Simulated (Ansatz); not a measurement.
Checking a run of Ansatz (a quantum-chemistry and plane-wave program) on KRb2PdF6 (Fm-3m, 10 atoms in the cell). The aim is a self-consistent single point with DFT, PBEsol, plane waves, default PAW files made with PBE.

Cell that was meant: a = 6.3337 Å, b = 6.3337 Å, c = 6.3337 Å, α = 60.00°, β = 60.00°, γ = 60.00°.

Part of the input:

Ansatz 0.2 input:
```yaml
    - { symbol: F, position_ang: [6.942540, 4.478596, 4.478596] }
    - { symbol: F, position_ang: [4.478596, 2.014652, 4.478596] }
    - { symbol: F, position_ang: [4.478596, 6.942540, 4.478596] }
basis:
  ecutwfc: 105.0
kpoints:
  mp_grid: { grid: [5, 5, 5] }
hamiltonian:
```

Output (repeated stretches shortened):

```
   [... lines left out ...]
PAW frozen core: F, regenerated for the run's functional, and the local potential with it
Initial density: superposition of atomic densities (chi_scale 0.1, normalization cell, long waves kept (reshape's long-wave potential 0.02 eV rms))
Starting moments: Σ|m| = 1 μB on 1 of 10 sites
Initial wavefunctions: pseudopotential atomic-orbital guess
Eigensolver: davidson
Functional: x = pbesol(κ = 0.804, μ = 0.12345679012345678), c = pbesol(β = 0.046)
SCF iter   1: F=—  HF=-19295.639894 eV  |F-HF|=—  |Δ(HF+E_count)|=         —  Δρ=4.11e-1 (↑4.11e-1 ↓3.93e-1)  dr2=1.19e3  dr2_m=6.80e-1  M=0.147 μB ∫|m|=0.198 μB  β_m=0.30  ethr=3.10e-3  ⟨swp⟩=8.6  Hψ=4963  notcnv=0
all-band conjugate gradients solve this SCF's bands
preconditioner: auto → Kerker (q_TF=auto, 2.418 Å⁻¹)
   [... lines left out ...]
SCF iter  16: F=—  HF=-18900.903827 eV  |F-HF|=—  |Δ(HF+E_count)|=   3.89e-7  Δρ=3.51e-6 (↑3.51e-6 ↓3.19e-6)  dr2=6.54e-8  dr2_m=1.77e-9  M=0.000 μB ∫|m|=0.000 μB  β_m=0.99  ethr=1.15e-10  ⟨swp⟩=10.6  Hψ=5302  notcnv=0
SCF iter  17: F=-18900.903827 eV  HF=-18900.903827 eV  |F-HF|=5.37e-9  |Δ(HF+E_count)|=  2.91e-10  Δρ=8.87e-7 (↑8.87e-7 ↓8.26e-7)  dr2=1.06e-8  dr2_m=1.02e-11  M=-0.000 μB ∫|m|=0.000 μB  ethr=7.51e-11  ⟨swp⟩=2.2  Hψ=2066  notcnv=0
SCF 1 converged in 17 iterations: F = -18900.903827 eV  dr2 = 1.06e-8
WARN: the starting moments were not kept: the SCF closed with an absolute magnetisation of 2.1e-5 μB, where they sum to 1 μB in size (1 site) …
   [... lines left out ...]
Absolute magnetization: 0.0000 μB (∫|ρ↑−ρ↓|, with the PAW one-centre terms)
Free energy (F): -18900.903827 eV
Fermi energy:    3.830876 eV
   [... lines left out ...]
  atom  10  F      0.00000000     5.42039420     0.00000000
--- Stress (GPa, compression-positive) ---
      -33.661926      -0.000000      -0.000000
        0.000000     -33.661926      -0.000000
        0.000000       0.000000     -33.661926
  P = ⅓ Tr σ = -33.6619 GPa (-336.619 kbar)
  The stress holds the Pulay correction. Without it, at fixed plane waves, as pw.x and ABINIT print it: P = -1027.1240 GPa
```

### Question
Can these results be used? Check the input.

### Answer
The run is not sound. The fault is a basis or grid far too coarse for these potentials. The error of an incomplete plane-wave basis or grid does not cancel at such settings. To fix it, restore the cutoff that the potentials need and check convergence. The run converged in 17 iterations without an error; against the sound input the free energy rises by 76.4 eV/atom, the pressure goes from 0.31 to -33.66 GPa, the largest force goes from 0.088 to 5.420 eV/Å and the size of the net moment goes from 0.10 to 0.00 μB/atom. At a fixed set of plane waves, without the program's Pulay estimate, the pressure is -1027.12 GPa against -0.13 GPa.

An input that runs soundly differs in these lines (not the only fix; some lines may just follow from the change or write a value another way):
```diff
-basis:
-  ecutwfc: 105.0
```

With that input, the run converged in 15 iterations: free energy E − TS (on the zero of these files) -19664.7423 eV; Fermi level (on the code's own zero) 5.34 eV; pressure 0.31 GPa; largest force (vector length) 0.088 eV/Å; size of the cell's spin moment 0.99 μB (DFT, PBEsol, plane waves, default PAW files made with PBE).

On the sound input: the starting cell comes from a database of computed structures (which also holds hypothetical and non-ambient phases and stackings), without a prior relaxation at this level. Its lattice was rescaled by a random factor within 2.5 % of one. With one magnetic atom in the cell only a parallel order is possible. Ansatz's pressure includes its estimate of the finite-basis (Pulay) stress.
